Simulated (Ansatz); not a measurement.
**BaHfO3: energy against strain**

BaHfO3 (cubic perovskite, Pm-3m, 14.373 Å³/atom at rest) under an equal strain ε in the (001) plane with the normal axis free, as in a coherent film. PBEsol in Ansatz, a plane-wave DFT program (PAW, default set), 420 eV, 8×8×8 Γ-centred mesh, Fermi-Dirac smearing 0.05 eV; ions are relaxed within the symmetry of each cell.

Here s stands for strain and y for E less E0.

| strain (%) | E less E0 (meV/atom) |
|---|---|
| -1.20 | 5.16 |
| -0.60 | 1.25 |
| 0.00 | 0.00 |
| 0.60 | 1.21 |
| 1.20 | 4.76 |
| 3.00 | ? |

The 5 complete rows are fitted with a parabola, y against s. Least squares gives y = -0.007 - 0.1400·s + 3.4484·s². Residuals (row less fit): 0.033, -0.068, 0.007, 0.060, -0.031; standard error 0.072 (degrees of freedom: 2). Twice the quadratic coefficient over the volume, 2 × 3.4484 meV × 10⁴ × 0.1602 / 14.373 Å³, is twice the biaxial elastic modulus of this plane = 769 ± 12 GPa.

What does the fit predict for y at s = 3.00, and how far is the calculated value from it?

y = -0.007 - 0.1400 × 3.0 + 3.4484 × 3.0² = 30.609 meV/atom. The calculation gives 28.14 meV/atom, 2.469 meV/atom below the prediction (8.8 % of the range of y in the table). The row lies outside the fitted rows, so this is an extrapolation. From the scatter of the fitted rows alone, a prediction at this place has a standard error of 0.463 meV/atom, so the miss is 5.3 times that.

One order more, fitted to all 11 runs of the series, follows each within 0.04, so the miss is the next term of a smooth law. The primitive cell can neither tilt nor turn polar against its symmetry, as such crystals can under strain. Rows are the converged runs of the series near zero and its far end; series whose fitted rows scatter by over a few per cent of the range, as at a crossing or softening among them, aren't shown in this form. Most that stay on the fit to the last digits aren't either.
